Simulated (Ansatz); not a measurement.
Consider KMgF$_{3}$ in the cubic perovskite structure (space group Pm-3m, No. 221; a = 3.991 Å). Axes: x, y, z lie along the cube axes.

All numbers come from PBEsol/PAW in Ansatz (a quantum-chemistry and plane-wave program), scalar-relativistic without spin-orbit coupling.

Base values:

The smallest direct gap is 7.44 eV, the pressure comes out as 0.01 GPa and the shortest interatomic distance comes out as 1.996 Å. The band gap is 7.12 eV.

Now apply this change: uniaxial strain ε_zz = −2.40 %, all other strain components held at zero; the atoms relax in the strained cell.

Question: What does the calculation give for the smallest direct gap, pressure, shortest interatomic distance and band gap after the change?

Answer: The smallest direct gap increases by 0.18 eV, from 7.44 eV to 7.62 eV; the pressure (mean of the normal stresses, compression positive) rises by 1.93 GPa to 1.94 GPa; the shortest interatomic distance shrinks by 0.048 Å, from 1.996 Å to 1.948 Å; the band gap increases by 0.17 eV, from 7.12 eV to 7.29 eV.

No phonon test of stability was made.
